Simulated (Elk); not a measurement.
Elk run on TaAs (I4_1md, 4 atoms in the cell): self-consistent single point.

Level of theory: PBE, spin-orbit coupling in second variation, all-electron FP-LAPW, Elk's shipped species files, LAPW+lo basis (Elk).

```xyz
4
Lattice="-1.6960 1.6960 5.7799 1.6960 -1.6960 5.7799 1.6960 1.6960 -5.7799" Properties=species:S:1:pos:R:3 pbc="T T T"
Ta     1.6960     0.0000     5.7796
Ta     0.0000     0.0000     8.6695
As     1.6960     0.0000     0.9552
As     0.0000     0.0000     3.8452
```

Reference input (self-consistent single point, DFT, PBE, all-electron FP-LAPW, Elk's shipped species files, LAPW+lo basis): xctype = 20; rgkmax = 7.5; stype = 0; swidth = 0.00367493 Ha; ngridk = 8 8 8; gmaxvr = 16 1/bohr; nxoapwlo = 1; rmtscf = 0.88. This run's input differs from it in these lines:

```diff
@@ -5,2 +5,5 @@
   20
+
+spinorb
+  .true.
 
@@ -17,2 +20,8 @@
   0.88
+
+lmaxi
+  3
+
+nempty
+  10
```

Output (repeated stretches shortened):

```
│ Self-consistent loop started │
│ Loop number : 1 │
 total energy                :     -35774.8830598
 total moment                :  -0.1266531879E-19  0.2362395592E-19  0.1624579909E-20
│ Loop number : 2 │
 total energy                :     -35775.4842143
 total moment                :  -0.3377146765E-19  0.7278940687E-20  0.6328256696E-20
RMS change in Kohn-Sham potential (target) :   0.1106530521     (  0.1000000000E-05)
Absolute change in total energy (target)   :   0.6011545200     (  0.1000000000E-03)
│ Loop number : 3 │
 total energy                :     -35775.8256657
   [... lines left out ...]
 total energy                :     -35774.8760091
 total moment                :  -0.1001975497E-19  0.1113341342E-19 -0.8916095520E-20
RMS change in Kohn-Sham potential (target) :   0.3259608998E-07 (  0.1000000000E-05)
Absolute change in total energy (target)   :   0.1337109279E-03 (  0.1000000000E-03)
│ Loop number : 16 │
 total energy                :     -35774.8760079
 total moment                :  -0.9478656325E-20  0.1851672581E-19  0.4606648263E-19
RMS change in Kohn-Sham potential (target) :   0.1919445778E-07 (  0.1000000000E-05)
Absolute change in total energy (target)   :   0.3223276872E-04 (  0.1000000000E-03)
Convergence targets achieved

│ Loop number : 17 │

Energies :
 Fermi                       :     0.463601712755
 xc effective B-field        :    -0.166242760935E-07
 external B-field            :      0.00000000000
 total energy                :     -35774.8760047
 (external B-field energy excluded from total)

Density of states at Fermi energy :    16.83556212
 (states/Hartree/unit cell)

Estimated indirect band gap :   0.2447973886E-03
 from k-point     55 to k-point     84
Estimated direct band gap   :   0.1462432489E-02
 at k-point     88

Charges :
 core                        :    128.0000000
 valence                     :    84.00000000
 interstitial                :    8.727764623
 muffin-tins (core leakage)
  species :    1 (Ta)
   atom    1                 :    70.75340110     (  0.2424512104E-05)
   [... lines left out ...]
  species :    2 (As)
   atom    1                 :    0.000000000       0.000000000       0.000000000
   atom    2                 :    0.000000000       0.000000000       0.000000000
 total in muffin-tins        :    0.000000000       0.000000000       0.000000000
 total moment                :  -0.5482329287E-19  0.3681297411E-19  0.5598765222E-20

│ Self-consistent loop stopped │
```

The run converged in 17 iterations. The count includes the last loop, which Elk runs after its targets are met. 

The starting cell comes from a database of computed structures (which also holds hypothetical and non-ambient phases and stackings), without a prior relaxation at this level. Its lattice was rescaled by a random factor within 2.5 % of one. Values depend on the basis (sphere radii, cutoffs, local orbitals), which need not be converged. The log's line on a gap gives a spacing of levels on this mesh, which the program prints for metals too.

Cost on one core of a shared machine: roughly 10 min.
